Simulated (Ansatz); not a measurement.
## Thickness series in CdS

The parent structure is CdS in the zinc blende structure (space group F-43m, No. 216; a = 5.879 Å). Axes: x, y, z lie along the cube axes.

Free-standing slabs (2 atom(s) a layer) normal to [110] with 15 Å of vacuum; in-plane cell held at bulk.

All numbers come from plane-wave PAW DFT at the r2SCAN level (Ansatz, an electronic-structure program, 500 eV), no spin-orbit coupling, earlier PAW set.

Candidates:
(a) 6 layers
(b) 7 layers
(c) 2 layers

Before the change:

| Item | Value |
|---|---|
| Band gap | 1.54 eV |

Task: Order them by band gap, highest first.

Result: (c) 2 layers (2.47 eV), (a) 6 layers (1.92 eV), (b) 7 layers (1.86 eV)

Stability against distortions was not tested.
